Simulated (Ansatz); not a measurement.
We consider ScMo₃ (model structure, started from the Cu3Au type, Pm-3m, No. 221, 4 atoms in the cell), described by PBEsol (plane waves, PAW; Ansatz, an electronic-structure program).

Run with plane-wave cutoff 520 eV, 14×14×14 k mesh, Fermi–Dirac smearing 0.05 eV, no spin polarisation, scalar-relativistic PAW data made under PBE.

Cell (relaxed at this level):

```cif
data_Mo3Sc
_chemical_formula_sum 'Mo3 Sc1'
_space_group_name_H-M_alt 'P 1'
_space_group_IT_number 1
_cell_length_a 4.04721
_cell_length_b 4.04721
_cell_length_c 4.04721
_cell_angle_alpha 90.000
_cell_angle_beta 90.000
_cell_angle_gamma 90.000
loop_
_space_group_symop_operation_xyz
  'x, y, z'
loop_
_atom_site_label
_atom_site_type_symbol
_atom_site_fract_x
_atom_site_fract_y
_atom_site_fract_z
_atom_site_occupancy
Mo1 Mo 0.00000 0.50000 0.50000 1
Mo2 Mo 0.50000 0.50000 0.00000 1
Mo3 Mo 0.50000 0.00000 0.50000 1
Sc1 Sc 0.00000 0.00000 0.00000 1
```

### Question
Estimate the bulk modulus B0 that the calculation returns.

### Answer

- bulk modulus B0: 185 GPa

Note: the run has no spin polarisation, so it can have missed a magnetic state; the bulk modulus is −V dP/dV from two relaxed cells at ±2 % in volume; the relaxation could raise the start's symmetry but not lower it, so the cell can be a saddle point.

Computed values are for the static lattice.

Cost on a shared machine: around 100 core-seconds (rough).

A model structure was made by putting elements into a prototype or built by hand; it is no filed structure, need not be a known phase, and can be a saddle point held by its symmetry.
